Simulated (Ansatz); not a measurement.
Base system: SiO$_{2}$ in the CdI2 type structure (space group P-3m1, No. 164; a = 2.670 Å, c = 4.509 Å; a hypothetical phase, not in the database extracts checked; layered, stacked along the Cartesian z axis).

It is then changed as follows: a hydrostatic pressure of 15 GPa.

Levels (all Ansatz, an electronic-structure program, PAW, earlier PAW set): PBEsol-D3(BJ) (420 eV, no SOC); r2SCAN (500 eV, no SOC).

The geometry is relaxed with PBEsol-D3(BJ).

PBEsol-D3(BJ) gap character: indirect, Γ–M (22 % along) → Γ
PBEsol-D3(BJ) band gap: 6.50 eV
PBEsol-D3(BJ) smallest direct gap: 6.56 eV

Q: What does r2SCAN give at this geometry for the gap character, band gap and smallest direct gap?

A: The gap character is still indirect, Γ–M (22 % along) → Γ; the band gap goes up by 0.98 eV to 7.48 eV; the smallest direct gap increases by 0.97 eV, from 6.56 eV to 7.53 eV.

Single points use the geometry relaxed with PBEsol-D3(BJ). Their cutoffs differ, which shifts pressures a little. Load acts through the strain it causes; cell and atoms are relaxed under it. Whether these cells are dynamically stable was not tested. Competing high-pressure phases were not computed.
